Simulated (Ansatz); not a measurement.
Consider Cd in the hcp (Mg type) structure (space group P6_3/mmc, No. 194; a = 3.029 Å, c = 5.759 Å; relaxed with 0.1 eV smearing). Axes: x lies along a and z along c of the hexagonal cell.

Computed with Kohn–Sham DFT with the PBE functional, run in Ansatz (an electronic-structure program) with PAW and 420 eV plane waves, no spin-orbit coupling.

Now apply this change: biaxial strain −1.00 %, plane normal [001], relaxed out of plane (Cartesian); in-plane vectors clamped, the third vector and the atoms free.

Problem. How does this affect the in-plane stress and out-of-plane strain?

Solution. The mean in-plane stress (compression positive) is +0.9 GPa; the out-of-plane strain comes out as +1.49 %.

Stability against distortions was not tested.
